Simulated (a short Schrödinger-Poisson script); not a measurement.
Solved with a short Schrödinger-Poisson script written for these runs: 1D Poisson equation in equilibrium, electrons quantum, Hartree (BenDaniel-Duke, 12 states a valley, the channel's in-plane mass for all, wave functions free to enter the dielectric), parabolic valleys, classical holes, full ionisation, no traps, pinning or gate leakage.

Stack: symmetric double-gate stack, Si3N4 on p-type Si(111), at 300 K.

From the gate side: 4.7 nm Si3N4; 2 nm Si, acceptors 1e15 cm⁻³; 4.7 nm Si3N4.

The device is made up for the run: typed textbook-type constants, with dimensions and the other settings drawn at random. Si3N4: permittivity 7.5, conduction-band edge (eV) 1.95, gap (eV) 5.1, electron mass (mₑ) 0.5. Si: permittivity 11.7, conduction-band edge (eV) 0, gap (eV) 1.124, Nv at 300 K (cm⁻³) 3.1e19.

Channel valleys (confinement mass, in-plane density-of-states mass, number): Δ6 0.258, 0.358, 6. At the gates, both at one voltage, the conduction-band edge of layer 1 lies 2.01 eV − eVg above the Fermi level of the channel. Gaps are held at their typed values at every temperature. Mesh 0.03 nm at interfaces.

Question: Give the lowest subband against the Fermi level at Vg = 1.5 V (meV); the sheet density of all electrons at Vg = 1.5 V (cm⁻²); the capacitance of both gates at Vg = 1.5 V (μF/cm²).

Answer: lowest subband against the Fermi level at Vg = 1.5 V (meV): -9.4; sheet density of all electrons at Vg = 1.5 V (cm⁻²): 2.07e13; capacitance of both gates at Vg = 1.5 V (μF/cm²): 2.59.
